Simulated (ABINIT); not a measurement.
ABINIT run on NbC (Fm-3m, 2 atoms in the cell): self-consistent single point

Method: PBE, PAW (JTH v2.0 PBE PAW) (plane waves; ABINIT).

The input file:

```
# NbC, JTH v2.0 PBE PAW
pp_dirpath "./"
pseudos "Nb.GGA_PBE-JTH.xml, C.GGA_PBE-JTH.xml"
acell 3.1607673119 3.1607673119 3.1607673119 Angstrom
rprim
         0.0000000000    0.7071067812    0.7071067812
         0.7071067812    0.0000000000    0.7071067812
         0.7071067812    0.7071067812   -0.0000000000
natom 2
ntypat 2
znucl 41 6
typat 1 2
xred
         0.0000000000    0.0000000000    0.0000000000
         0.5000000000    0.5000000000    0.5000000000
ecut 42 Ry
pawecutdg 84 Ry
pawxcdev 0
ixc 11
occopt 3
tsmear 0.05 eV
nband 14
kptopt 1
ngkpt 17 17 17
nshiftk 1
shiftk 0 0 0
nstep 60
toldfe 1.0e-09
prtwf 0
prtden 0
enunit 1
```

Output, abridged:

```
 Symmetries : space group Fm -3 m (#225); Bravais cF (face-center cubic)

 -outvars: echo values of preprocessed input variables --------
            acell      5.9729845893E+00  5.9729845893E+00  5.9729845893E+00 Bohr
             ecut      2.10000000E+01 Hartree
           enunit           1
              ixc          11
         kptrlatt       17    0    0      0   17    0      0    0   17
          kptrlen      1.01540738E+02
            natom           2
            nband          14
            ngfft          27      27      27
          ngfftdg          36      36      36
             nkpt         165
            nstep          60
             nsym          48
           ntypat           2
           occopt           3
        pawecutdg      4.20000000E+01 Hartree
         pawxcdev           0
            rprim      0.0000000000E+00  7.0710678120E-01  7.0710678120E-01
                       7.0710678120E-01  0.0000000000E+00  7.0710678120E-01
                       7.0710678120E-01  7.0710678120E-01 -0.0000000000E+00
          spgroup         225
           toldfe      1.00000000E-09 Hartree
           tsmear      1.83746627E-03 Hartree
            typat      1  2
           useylm           1
             xred      0.0000000000E+00  0.0000000000E+00  0.0000000000E+00
                       5.0000000000E-01  5.0000000000E-01  5.0000000000E-01
            znucl       41.00000    6.00000

== DATASET  1 ==================================================================

 Exchange-correlation functional for the present dataset will be:
  GGA: Perdew-Burke-Ernzerhof functional - ixc=11
 Citation for XC functional:
  J.P.Perdew, K.Burke, M.Ernzerhof, PRL 77, 3865 (1996)

 Real(R)+Recip(G) space primitive vectors, cartesian coordinates (Bohr,Bohr^-1):
 R(1)=  0.0000000  4.2235379  4.2235379  G(1)= -0.1183842  0.1183842  0.1183842
 R(2)=  4.2235379  0.0000000  4.2235379  G(2)=  0.1183842 -0.1183842  0.1183842
 R(3)=  4.2235379  4.2235379  0.0000000  G(3)=  0.1183842  0.1183842 -0.1183842
 Unit cell volume ucvol=  1.5068124E+02 bohr^3
 Angles (23,13,12)=  6.00000000E+01  6.00000000E+01  6.00000000E+01 degrees

 Coarse grid specifications (used for wave-functions):

 getcut: wavevector=  0.0000  0.0000  0.0000  ngfft=  27  27  27
         ecut(hartree)=     21.000   => boxcut(ratio)=   2.11324

 Fine grid specifications (used for densities):

 getcut: wavevector=  0.0000  0.0000  0.0000  ngfft=  36  36  36
         ecut(hartree)=     42.000   => boxcut(ratio)=   2.06596

   3.40575886E+02                                ecore*ucvol(ha*bohr**3)

_setup2: Arith. and geom. avg. npw (full set) are     692.492     692.479

--- !BeginCycle
solver: {iscf: 17, nstep: 60, nline: 4, wfoptalg: 10, }
tolerances: {toldfe: 1.00E-09, }
...

     iter   Etot(hartree)      deltaE(h)  residm     nres2
 ETOT  1  -63.325181048877    -6.333E+01 5.477E-01 4.554E+01
 ETOT  2  -63.352435070516    -2.725E-02 2.968E-02 1.989E+01
 ETOT  3  -63.317809878565     3.463E-02 3.110E-02 5.699E-01
 ETOT  4  -63.318715571423    -9.057E-04 5.511E-03 1.466E-01
 ETOT  5  -63.318307599221     4.080E-04 1.490E-03 2.385E-03
 ETOT  6  -63.318313199715    -5.600E-06 4.285E-04 6.240E-04
 ETOT  7  -63.318312536438     6.633E-07 1.015E-04 1.838E-05
 ETOT  8  -63.318312523130     1.331E-08 1.448E-04 2.032E-06
 ETOT  9  -63.318312520684     2.446E-09 3.811E-05 1.097E-07
 ETOT 10  -63.318312520534     1.492E-10 6.762E-05 1.191E-08
 ETOT 11  -63.318312520522     1.209E-11 2.075E-05 3.617E-09

 At SCF step   11, etot is converged :
  for the second time, diff in etot=  1.209E-11 < toldfe=  1.000E-09

 Cartesian components of stress tensor (hartree/bohr^3)
  sigma(1 1)= -8.20279828E-05  sigma(3 2)=  0.00000000E+00
  sigma(2 2)= -8.20279828E-05  sigma(3 1)=  0.00000000E+00
  sigma(3 3)= -8.20279828E-05  sigma(2 1)=  0.00000000E+00

 ----iterations are completed or convergence reached----

 reduced coordinates (array xred) for    2 atoms
       0.000000000000      0.000000000000      0.000000000000
       0.500000000000      0.500000000000      0.500000000000
 cartesian forces (eV/Angstrom) at end:
    1     -0.00000000000000    -0.00000000000000    -0.00000000000000
    2     -0.00000000000000    -0.00000000000000    -0.00000000000000
 frms,max,avg= 0.0000000E+00 0.0000000E+00   0.000E+00  0.000E+00  0.000E+00 e/A
 length scales=  5.972984589268  5.972984589268  5.972984589268 bohr
              =  3.160767311900  3.160767311900  3.160767311900 angstroms
 Fermi (or HOMO) energy (eV) =  14.97405   Average Vxc (eV)= -13.05924
 Eigenvalues (   eV  ) for nkpt= 165  k points:
 kpt#   1, nband= 14, wtk=  0.00020, kpt=  0.0000  0.0000  0.0000 (reduced coord)
 -40.81435  -16.52827  -16.52827  -16.52827    1.50150   13.63281   13.63281   13.63281
  14.70817   14.70817   14.70817   15.29142   15.29142   22.56316
 prteigrs : prtvol=0 or 1, do not print more k-points.

--- !EnergyTerms
comment             : Components of total free energy in Hartree
kinetic             :  1.64696379585200E+01
hartree             :  8.59211211809512E+00
xc                  : -8.79759994189873E+00
Ewald energy        : -5.69150629691628E+01
psp_core            :  2.26024079955162E+00
local_psp           : -4.01734942684281E+01
spherical_terms     :  1.52460551299229E+01
internal            : -6.33181111734000E+01
'-kT*entropy'       : -2.01426784467561E-04
total_energy        : -6.33183126001845E+01
total_energy_eV     : -1.72297890953109E+03
...

-Cartesian components of stress tensor (GPa)         [Pressure=  2.4133E+00 GPa]
- sigma(1 1)= -2.41334617E+00  sigma(3 2)=  0.00000000E+00
- sigma(2 2)= -2.41334617E+00  sigma(3 1)=  0.00000000E+00
- sigma(3 3)= -2.41334617E+00  sigma(2 1)=  0.00000000E+00

 Calculation completed.
```

The run converged in 11 iterations.

The starting cell has typed, rounded lattice constants, without a prior relaxation at this level. Spin polarisation is off.

Cost on one core of a shared machine: roughly 50 s.
